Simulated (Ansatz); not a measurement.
The starting structures come from a database of crystals and need not be the phases stable at ambient conditions.

Tunnelling through a barrier is set by its complex band structure: the current falls as exp(−2κd) with the smallest κ.

```
GaS
1.0
    3.60064     0.00000     0.00000
    1.80032     7.75678     0.03818
    1.80032     0.40263     3.09214
Ga S
2 2
Cartesian
  5.40096   1.61439   2.93436
  1.80032   6.54501   0.19597
  1.80032   2.42028   0.73304
  5.40096   5.73912   2.39728
```

Space group of this cell: R-3m. The cell was relaxed by PBE-D3(BJ); by PBEsol its mean pressure is -0.8 GPa.

Transport runs along the normal of the first two printed cell vectors, the (101) plane of the conventional cell.

No gap correction and no spin-orbit coupling; mid-gap values are interpolated between computed energies.

Q: Compute, with PBEsol in Ansatz (a quantum-chemistry and plane-wave program), the band gap and the smallest decay constant κ at mid-gap.

A: Gap 1.37 eV on a 10×10×10 mesh; κ = 0.149 1/Å, at (0.000, 0.500) of the in-plane reciprocal vectors. At the zone centre, at the nearest computed energy, the slowest state has κ = 0.22 1/Å.
